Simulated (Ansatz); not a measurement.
## Smallest direct gap on the k points sampled of Ba2ZnSe3 (Pnma, No. 62; structure not from a measured cell) at several levels of theory

No measured value is used here.

```csv
level (code),value (eV)
LDA (Ansatz),…
PBEsol (Ansatz),1.66
r²SCAN (Ansatz),2.13
HSE06 (Ansatz),2.58
PBE0 (Ansatz),3.25
```

### Question
Fill in the missing entries.

### Answer

- LDA (Ansatz, an electronic-structure program), value (eV): 1.61

Computed values are for a static lattice. Spin–orbit coupling is included only where a level's name says +SOC; with heavier elements it mostly lowers gaps and can invert bands.  Values are at the PBEsol cell. Cutoffs and k meshes differ between the levels. Ansatz's density-functional and Hartree–Fock values are scalar-relativistic unless marked +SOC, with PAW data made under PBE.
